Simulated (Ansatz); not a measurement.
MgB4, treated with r²SCAN in Ansatz (plane waves, PAW).

Run with plane-wave cutoff 600 eV, 8×10×6 k mesh (along the axes of the cell as run), Fermi–Dirac smearing 0.03 eV, scalar-relativistic PAW data made under PBE.

Starting structure:

```
CELL_PARAMETERS angstrom
      5.46400     0.00000     0.00000
      0.00000     4.42800     0.00000
      0.00000     0.00000     7.47200
ATOMIC_POSITIONS crystal
  Mg 0.05131 0.25000 0.36362
  Mg 0.55131 0.25000 0.13638
  Mg 0.94869 0.75000 0.63638
  Mg 0.44869 0.75000 0.86362
  B  0.22451 0.25000 0.65626
  B  0.72451 0.25000 0.84374
  B  0.77549 0.75000 0.34374
  B  0.27549 0.75000 0.15626
  B  0.55801 0.25000 0.64660
  B  0.05801 0.25000 0.85340
  B  0.44199 0.75000 0.35340
  B  0.94199 0.75000 0.14660
  B  0.13079 0.44210 0.06543
  B  0.63079 0.05790 0.43457
  B  0.86921 0.94210 0.93457
  B  0.36921 0.55790 0.56543
  B  0.86921 0.55790 0.93457
  B  0.36921 0.94210 0.56543
  B  0.13079 0.05790 0.06543
  B  0.63079 0.44210 0.43457
```

Problem. Into what structure does the relaxation of cell and atoms lead at this level, with the symmetry of the start kept?

Solution. The volume drops by 1.7 %; final space group Pnma.
```
CELL_PARAMETERS angstrom
      5.48513     0.00000     0.00000
      0.00000     4.37970     0.00000
      0.00000     0.00000     7.39616
ATOMIC_POSITIONS crystal
  Mg 0.04283 0.25000 0.36132
  Mg 0.54283 0.25000 0.13868
  Mg 0.95717 0.75000 0.63868
  Mg 0.45717 0.75000 0.86132
  B  0.22137 0.25000 0.65226
  B  0.72137 0.25000 0.84774
  B  0.77863 0.75000 0.34774
  B  0.27863 0.75000 0.15226
  B  0.55205 0.25000 0.64787
  B  0.05205 0.25000 0.85213
  B  0.44795 0.75000 0.35213
  B  0.94795 0.75000 0.14787
  B  0.13282 0.44191 0.06274
  B  0.63282 0.05809 0.43726
  B  0.86718 0.94191 0.93726
  B  0.36718 0.55809 0.56274
  B  0.86718 0.55809 0.93726
  B  0.36718 0.94191 0.56274
  B  0.13282 0.05809 0.06274
  B  0.63282 0.44191 0.43726
```

Ansatz is a program for electronic structure.
